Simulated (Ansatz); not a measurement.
Start from BeSe in the zinc blende structure (space group F-43m, No. 216; a = 5.178 Å).

The values are results of PBE (Ansatz, an electronic-structure program; PAW; 420 eV plane waves; scalar-relativistic without spin-orbit coupling), not measurements.

For the base:

- Shortest interatomic distance: 4.237 bohr
- Hole mass: 0.24, 0.48, 0.48 mₑ (at Γ)
- Electron mass: 0.90 mₑ along k, 0.27 mₑ across (at X)

Now apply this change: hydrostatic tension (pressure −2 GPa).

What does the calculation give for the shortest interatomic distance after the change?

The shortest interatomic distance goes up by 0.040 bohr (4.237 bohr → 4.277 bohr).

What does the calculation give for the hole mass after the change?

The hole mass (degenerate bands, along [100]) goes from 0.24, 0.48, 0.48 mₑ (at Γ) to 0.23, 0.50, 0.50 mₑ (at Γ).

Predict the new mean gap deformation potential ΔEg/Δln V.

The mean gap deformation potential ΔEg/Δln V amounts to +2.0 eV.

Predict the new electron mass.

The electron mass becomes 0.91 mₑ along k, 0.28 mₑ across (at X) (base: 0.90 mₑ along k, 0.27 mₑ across (at X)).

Load acts through the strain it causes; cell and atoms are relaxed under it. Masses are band curvatures over ±0.01 Å⁻¹ around the edge. Along k means along the line from Γ to the band edge. Whether these cells are dynamically stable was not tested.
